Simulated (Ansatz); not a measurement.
End structure of a constructed model of the (111) surface of fcc Pt, a layer of In in place of the third plane (bottom of the slab: a bare face, its two planes held):

```
CELL_PARAMETERS angstrom
      2.80721     0.00000     0.00000
     -1.40361     2.43112     0.00000
      0.00000     0.00000    28.00000
ATOMIC_POSITIONS crystal
  Pt 0.33333 0.66667 0.29406
  Pt 0.66667 0.33333 0.37592
  Pt 0.00000 0.00000 0.45992
  In 0.33333 0.66667 0.54360
  Pt 0.66667 0.33333 0.62607
  Pt 0.00000 0.00000 0.71092
```

Model: 6-atom slab, 11.5 Å thick at the start, 15x15x1 mesh, Fermi-Dirac 0.1 eV, dipole correction, 2 atoms held, the rest relaxed; start symmetry kept, larger cells not searched; no spin, no spin-orbit, no U. In PBE it lies 0.12 eV a 1x1 cell over the lowest computed structure of the same composition (a layer of In in place of the second plane).

Problem. Give the work function of the top face at the level PBE (Ansatz, a first-principles code).

Solution. 5.87 eV
